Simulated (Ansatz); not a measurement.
Consider N vacancy in wurtzite GaN, charge state +3. Level of theory: PBE, PAW (plane waves to 420 eV; Ansatz, an electronic-structure program).

Settings: 192 host sites, the relaxed PBE lattice, one k-point at (0.125, 0.250, 0.250), smearing 0.01 eV, spin-restricted, no image-charge correction. No zero-point or tunnelling terms. The charge state is imposed; whether it is stable for some Fermi level was not computed. Forms of the defect that were not tried may lie lower.

Barriers: single points on a 2×2×2 k-point mesh shifted by half a step along c at the bands' geometries.

Relaxed starting cell (atoms counted from 1):

```yaml
crystal:
  lattice:
    - [12.87391, 0.00000, 0.00000]
    - [-6.43695, 11.14913, 0.00000]
    - [0.00000, 0.00000, 15.72929]
  atoms:
    - { symbol: Ga, position: [0.16664, 0.08319, 0.13531] }
    - { symbol: Ga, position: [0.16665, 0.08322, 0.49993] }
    - { symbol: Ga, position: [0.16666, 0.08323, 0.83317] }
    - { symbol: Ga, position: [0.16764, 0.33517, 0.16479] }
    - { symbol: Ga, position: [0.16857, 0.33660, 0.50246] }
    - { symbol: Ga, position: [0.16696, 0.33414, 0.83239] }
    - { symbol: Ga, position: [0.16714, 0.58346, 0.16505] }
    - { symbol: Ga, position: [0.16727, 0.58354, 0.50074] }
    - { symbol: Ga, position: [0.16683, 0.58332, 0.83309] }
    - { symbol: Ga, position: [0.16753, 0.83222, 0.16478] }
    - { symbol: Ga, position: [0.16850, 0.83175, 0.50246] }
    - { symbol: Ga, position: [0.16693, 0.83261, 0.83237] }
    - { symbol: Ga, position: [0.41761, 0.08233, 0.16479] }
    - { symbol: Ga, position: [0.41812, 0.08139, 0.50246] }
    - { symbol: Ga, position: [0.41727, 0.08296, 0.83238] }
    - { symbol: Ga, position: [0.41764, 0.33519, 0.16478] }
    - { symbol: Ga, position: [0.41814, 0.33661, 0.50248] }
    - { symbol: Ga, position: [0.41729, 0.33416, 0.83238] }
    - { symbol: Ga, position: [0.41702, 0.58398, 0.16598] }
    - { symbol: Ga, position: [0.41728, 0.58449, 0.50071] }
    - { symbol: Ga, position: [0.41690, 0.58374, 0.83313] }
    - { symbol: Ga, position: [0.41697, 0.83292, 0.16599] }
    - { symbol: Ga, position: [0.41725, 0.83267, 0.50069] }
    - { symbol: Ga, position: [0.41689, 0.83302, 0.83313] }
    - { symbol: Ga, position: [0.66641, 0.08275, 0.16506] }
    - { symbol: Ga, position: [0.66636, 0.08264, 0.50072] }
    - { symbol: Ga, position: [0.66657, 0.08306, 0.83309] }
    - { symbol: Ga, position: [0.66696, 0.33335, 0.16569] }
    - { symbol: Ga, position: [0.66709, 0.33342, 0.50059] }
    - { symbol: Ga, position: [0.66692, 0.33335, 0.83308] }
    - { symbol: Ga, position: [0.66640, 0.58346, 0.16505] }
    - { symbol: Ga, position: [0.66635, 0.58355, 0.50075] }
    - { symbol: Ga, position: [0.66657, 0.58332, 0.83309] }
    - { symbol: Ga, position: [0.66596, 0.83290, 0.16598] }
    - { symbol: Ga, position: [0.66546, 0.83266, 0.50070] }
    - { symbol: Ga, position: [0.66618, 0.83301, 0.83313] }
    - { symbol: Ga, position: [0.91477, 0.08227, 0.16479] }
    - { symbol: Ga, position: [0.91333, 0.08135, 0.50245] }
    - { symbol: Ga, position: [0.91577, 0.08294, 0.83238] }
    - { symbol: Ga, position: [0.91651, 0.33333, 0.16570] }
    - { symbol: Ga, position: [0.91646, 0.33341, 0.50058] }
    - { symbol: Ga, position: [0.91654, 0.33335, 0.83308] }
    - { symbol: Ga, position: [0.91649, 0.58287, 0.16567] }
    - { symbol: Ga, position: [0.91644, 0.58277, 0.50060] }
    - { symbol: Ga, position: [0.91652, 0.58295, 0.83308] }
    - { symbol: Ga, position: [0.91470, 0.83221, 0.16477] }
    - { symbol: Ga, position: [0.91329, 0.83173, 0.50248] }
    - { symbol: Ga, position: [0.91575, 0.83260, 0.83237] }
    - { symbol: Ga, position: [0.06621, 0.18389, 0.34145] }
    - { symbol: Ga, position: [0.08337, 0.16671, 0.66723] }
    - { symbol: Ga, position: [0.08113, 0.16893, 0.99532] }
    - { symbol: Ga, position: [0.08267, 0.42041, 0.33360] }
    - { symbol: Ga, position: [0.08288, 0.41702, 0.66712] }
    - { symbol: Ga, position: [0.08298, 0.41736, 0.99910] }
    - { symbol: Ga, position: [0.08262, 0.66228, 0.33360] }
    - { symbol: Ga, position: [0.08287, 0.66595, 0.66712] }
    - { symbol: Ga, position: [0.08295, 0.66568, 0.99908] }
    - { symbol: Ga, position: [0.06617, 0.88242, 0.34142] }
    - { symbol: Ga, position: [0.08335, 0.91676, 0.66723] }
    - { symbol: Ga, position: [0.08107, 0.91225, 0.99529] }
    - { symbol: Ga, position: [0.36764, 0.18392, 0.34144] }
    - { symbol: Ga, position: [0.33330, 0.16672, 0.66724] }
    - { symbol: Ga, position: [0.33775, 0.16896, 0.99530] }
    - { symbol: Ga, position: [0.33439, 0.41880, 0.33490] }
    - { symbol: Ga, position: [0.33378, 0.41759, 0.66740] }
    - { symbol: Ga, position: [0.33379, 0.41764, 0.99898] }
    - { symbol: Ga, position: [0.33435, 0.66727, 0.33351] }
    - { symbol: Ga, position: [0.33337, 0.66677, 0.66704] }
    - { symbol: Ga, position: [0.33350, 0.66683, 0.99934] }
    - { symbol: Ga, position: [0.33428, 0.91576, 0.33487] }
    - { symbol: Ga, position: [0.33374, 0.91632, 0.66739] }
    - { symbol: Ga, position: [0.33373, 0.91628, 0.99897] }
    - { symbol: Ga, position: [0.58770, 0.16734, 0.33358] }
    - { symbol: Ga, position: [0.58410, 0.16718, 0.66712] }
    - { symbol: Ga, position: [0.58431, 0.16706, 0.99910] }
    - { symbol: Ga, position: [0.58778, 0.42040, 0.33363] }
    - { symbol: Ga, position: [0.58412, 0.41703, 0.66713] }
    - { symbol: Ga, position: [0.58434, 0.41737, 0.99909] }
    - { symbol: Ga, position: [0.58287, 0.66725, 0.33351] }
    - { symbol: Ga, position: [0.58334, 0.66676, 0.66705] }
    - { symbol: Ga, position: [0.58324, 0.66682, 0.99934] }
    - { symbol: Ga, position: [0.58281, 0.91570, 0.33350] }
    - { symbol: Ga, position: [0.58332, 0.91670, 0.66704] }
    - { symbol: Ga, position: [0.58322, 0.91654, 0.99934] }
    - { symbol: Ga, position: [0.82962, 0.16732, 0.33357] }
    - { symbol: Ga, position: [0.83304, 0.16717, 0.66712] }
    - { symbol: Ga, position: [0.83268, 0.16704, 0.99910] }
    - { symbol: Ga, position: [0.83334, 0.41665, 0.33341] }
    - { symbol: Ga, position: [0.83334, 0.41670, 0.66683] }
    - { symbol: Ga, position: [0.83331, 0.41667, 0.99932] }
    - { symbol: Ga, position: [0.82965, 0.66225, 0.33361] }
    - { symbol: Ga, position: [0.83304, 0.66594, 0.66713] }
    - { symbol: Ga, position: [0.83266, 0.66567, 0.99908] }
    - { symbol: Ga, position: [0.83135, 0.91571, 0.33488] }
    - { symbol: Ga, position: [0.83251, 0.91630, 0.66740] }
    - { symbol: Ga, position: [0.83243, 0.91625, 0.99897] }
    - { symbol: N, position: [0.16667, 0.08339, 0.62424] }
    - { symbol: N, position: [0.16665, 0.08336, 0.96166] }
    - { symbol: N, position: [0.16803, 0.33451, 0.29125] }
    - { symbol: N, position: [0.16668, 0.33339, 0.62626] }
    - { symbol: N, position: [0.16712, 0.33465, 0.95835] }
    - { symbol: N, position: [0.16795, 0.58403, 0.29111] }
    - { symbol: N, position: [0.16667, 0.58339, 0.62545] }
    - { symbol: N, position: [0.16685, 0.58348, 0.95877] }
    - { symbol: N, position: [0.16785, 0.83354, 0.29123] }
    - { symbol: N, position: [0.16663, 0.83339, 0.62626] }
    - { symbol: N, position: [0.16704, 0.83254, 0.95833] }
    - { symbol: N, position: [0.41646, 0.08215, 0.29125] }
    - { symbol: N, position: [0.41665, 0.08341, 0.62626] }
    - { symbol: N, position: [0.41743, 0.08296, 0.95833] }
    - { symbol: N, position: [0.41648, 0.33450, 0.29124] }
    - { symbol: N, position: [0.41668, 0.33340, 0.62627] }
    - { symbol: N, position: [0.41749, 0.33467, 0.95834] }
    - { symbol: N, position: [0.41653, 0.58310, 0.29190] }
    - { symbol: N, position: [0.41673, 0.58352, 0.62554] }
    - { symbol: N, position: [0.41674, 0.58358, 0.95876] }
    - { symbol: N, position: [0.41644, 0.83360, 0.29190] }
    - { symbol: N, position: [0.41670, 0.83336, 0.62553] }
    - { symbol: N, position: [0.41671, 0.83332, 0.95876] }
    - { symbol: N, position: [0.66601, 0.08207, 0.29112] }
    - { symbol: N, position: [0.66666, 0.08338, 0.62544] }
    - { symbol: N, position: [0.66655, 0.08318, 0.95877] }
    - { symbol: N, position: [0.66640, 0.33324, 0.29187] }
    - { symbol: N, position: [0.66667, 0.33339, 0.62535] }
    - { symbol: N, position: [0.66673, 0.33342, 0.95876] }
    - { symbol: N, position: [0.66605, 0.58402, 0.29111] }
    - { symbol: N, position: [0.66666, 0.58340, 0.62545] }
    - { symbol: N, position: [0.66654, 0.58348, 0.95876] }
    - { symbol: N, position: [0.66704, 0.83356, 0.29190] }
    - { symbol: N, position: [0.66657, 0.83335, 0.62553] }
    - { symbol: N, position: [0.66648, 0.83331, 0.95876] }
    - { symbol: N, position: [0.91559, 0.08205, 0.29125] }
    - { symbol: N, position: [0.91670, 0.08339, 0.62625] }
    - { symbol: N, position: [0.91542, 0.08292, 0.95834] }
    - { symbol: N, position: [0.91681, 0.33322, 0.29187] }
    - { symbol: N, position: [0.91667, 0.33338, 0.62534] }
    - { symbol: N, position: [0.91662, 0.33340, 0.95877] }
    - { symbol: N, position: [0.91678, 0.58361, 0.29186] }
    - { symbol: N, position: [0.91665, 0.58337, 0.62535] }
    - { symbol: N, position: [0.91658, 0.58325, 0.95877] }
    - { symbol: N, position: [0.91560, 0.83355, 0.29122] }
    - { symbol: N, position: [0.91667, 0.83337, 0.62627] }
    - { symbol: N, position: [0.91537, 0.83252, 0.95833] }
    - { symbol: N, position: [0.08229, 0.16767, 0.12502] }
    - { symbol: N, position: [0.08303, 0.16692, 0.45936] }
    - { symbol: N, position: [0.08346, 0.16644, 0.79272] }
    - { symbol: N, position: [0.08324, 0.41644, 0.12527] }
    - { symbol: N, position: [0.08343, 0.41645, 0.45847] }
    - { symbol: N, position: [0.08317, 0.41666, 0.79215] }
    - { symbol: N, position: [0.08319, 0.66650, 0.12525] }
    - { symbol: N, position: [0.08339, 0.66672, 0.45848] }
    - { symbol: N, position: [0.08314, 0.66626, 0.79215] }
    - { symbol: N, position: [0.08214, 0.91429, 0.12500] }
    - { symbol: N, position: [0.08295, 0.91589, 0.45938] }
    - { symbol: N, position: [0.08344, 0.91680, 0.79272] }
    - { symbol: N, position: [0.33551, 0.16774, 0.12501] }
    - { symbol: N, position: [0.33399, 0.16696, 0.45938] }
    - { symbol: N, position: [0.33307, 0.16645, 0.79273] }
    - { symbol: N, position: [0.33337, 0.41663, 0.12534] }
    - { symbol: N, position: [0.33347, 0.41682, 0.45930] }
    - { symbol: N, position: [0.33350, 0.41689, 0.79228] }
    - { symbol: N, position: [0.33346, 0.66665, 0.12527] }
    - { symbol: N, position: [0.33328, 0.66656, 0.45860] }
    - { symbol: N, position: [0.33329, 0.66655, 0.79221] }
    - { symbol: N, position: [0.33327, 0.91657, 0.12534] }
    - { symbol: N, position: [0.33338, 0.91648, 0.45927] }
    - { symbol: N, position: [0.33346, 0.91640, 0.79228] }
    - { symbol: N, position: [0.58332, 0.16664, 0.12526] }
    - { symbol: N, position: [0.58313, 0.16647, 0.45848] }
    - { symbol: N, position: [0.58360, 0.16672, 0.79215] }
    - { symbol: N, position: [0.58333, 0.41646, 0.12526] }
    - { symbol: N, position: [0.58314, 0.41647, 0.45849] }
    - { symbol: N, position: [0.58361, 0.41667, 0.79216] }
    - { symbol: N, position: [0.58326, 0.66663, 0.12527] }
    - { symbol: N, position: [0.58336, 0.66655, 0.45861] }
    - { symbol: N, position: [0.58335, 0.66654, 0.79221] }
    - { symbol: N, position: [0.58322, 0.91640, 0.12527] }
    - { symbol: N, position: [0.58333, 0.91659, 0.45859] }
    - { symbol: N, position: [0.58333, 0.91659, 0.79220] }
    - { symbol: N, position: [0.83341, 0.16661, 0.12526] }
    - { symbol: N, position: [0.83343, 0.16644, 0.45847] }
    - { symbol: N, position: [0.83322, 0.16671, 0.79215] }
    - { symbol: N, position: [0.83331, 0.41650, 0.12536] }
    - { symbol: N, position: [0.83333, 0.41653, 0.45847] }
    - { symbol: N, position: [0.83332, 0.41653, 0.79205] }
    - { symbol: N, position: [0.83338, 0.66648, 0.12526] }
    - { symbol: N, position: [0.83341, 0.66671, 0.45849] }
    - { symbol: N, position: [0.83320, 0.66625, 0.79216] }
    - { symbol: N, position: [0.83330, 0.91652, 0.12533] }
    - { symbol: N, position: [0.83313, 0.91644, 0.45928] }
    - { symbol: N, position: [0.83301, 0.91638, 0.79228] }
```
Cell charge +3.

End state 1 differs by these moves (Å; atoms that move under 0.08 Å are left out):

```
atom  element     Δx     Δy     Δz
----  -------  -----  -----  -----
1          Ga   0.00   0.02   0.46
46         Ga   0.02   0.01  -0.46
49         Ga   0.33  -0.17  -0.10
58         Ga   0.33   0.57   0.00
60         Ga   0.04   0.08   0.00
61         Ga  -0.30  -0.15  -0.12
76         Ga  -0.05  -0.09   0.00
91         Ga   0.02  -0.33   0.12
94         Ga  -0.31   0.20   0.10
141         N   1.61   2.80   0.00
```

Q: Estimate the forward and backward barriers to end state 1 that PBE, PAW returns for this input.

A: forward 2.38 eV, backward 2.38 eV; at the saddle point atom 141 has neighbours Ga at 1.85, 2 Ga at 2.27 Å. The program found a first-order saddle point.

End state 2 differs by these moves (Å; atoms that move under 0.08 Å are left out):

```csv
atom,element,Δx,Δy,Δz
1,Ga,-0.33,-0.19,0.62
3,Ga,-0.04,-0.03,-0.07
13,Ga,0.31,-0.18,0.16
16,Ga,0.00,0.36,0.16
49,Ga,0.30,-0.17,-0.09
58,Ga,0.00,0.34,-0.09
61,Ga,-0.33,-0.19,-0.13
63,Ga,-0.04,-0.03,-0.42
156,N,-1.64,-0.95,2.64
```

Q: Estimate the forward and backward barriers to end state 2 that PBE, PAW returns for this input.

A: forward 2.64 eV, backward 2.64 eV; at the saddle point atom 156 has neighbours Ga at 1.80, Ga at 1.91 Å. The program found a first-order saddle point.
